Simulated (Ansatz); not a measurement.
The starting structures come from a database of crystals and need not be the phases stable at ambient conditions.

Input:

```yaml
crystal:
  lattice:
    - [3.86549, 0.00000, 0.00000]
    - [0.00000, 5.45561, 0.00000]
    - [0.00000, 0.00000, 3.86549]
  atoms:
    - { symbol: Al, position: [0.50000, 0.50000, 0.50000] }
    - { symbol: Ga, position: [0.00000, 0.00000, 0.00000] }
    - { symbol: P, position: [0.50000, 0.74961, 0.00000] }
    - { symbol: P, position: [0.00000, 0.25039, 0.50000] }
```

Space group of this cell: P-4m2. The cell is taken as given.

The numbers are results of PBEsol (plane waves, PAW; Ansatz, a quantum-chemistry and plane-wave program), not measurements.

The current runs along the normal of the first two printed vectors; no spin-orbit coupling. Scaled by the factor s: both lengths across the current (ions clamped). Meshes 8×6×8 and 8×6 across the current in all rows.

```json
[
 {"s": "0.98", "mean pressure (GPa)": "3.4", "band gap (eV)": "1.39"},
 {"s": "1.00", "mean pressure (GPa)": "-0.3", "band gap (eV)": "1.49"},
 {"s": "1.02", "mean pressure (GPa)": "-3.4", "band gap (eV)": "?"}
]
```

**Question.** Take the slope of the band gap against ln s from the two given rows, extrapolate to s = 1.02, and say what the run there gives.

**Answer.** Slope = (1.39 − 1.49) / ln 0.98 = 4.95 eV. The line gives 1.49 + (4.95) × ln 1.02 = 1.59 eV. The run gives 1.40 eV, 0.19 eV under the line, 192 % of the predicted step.
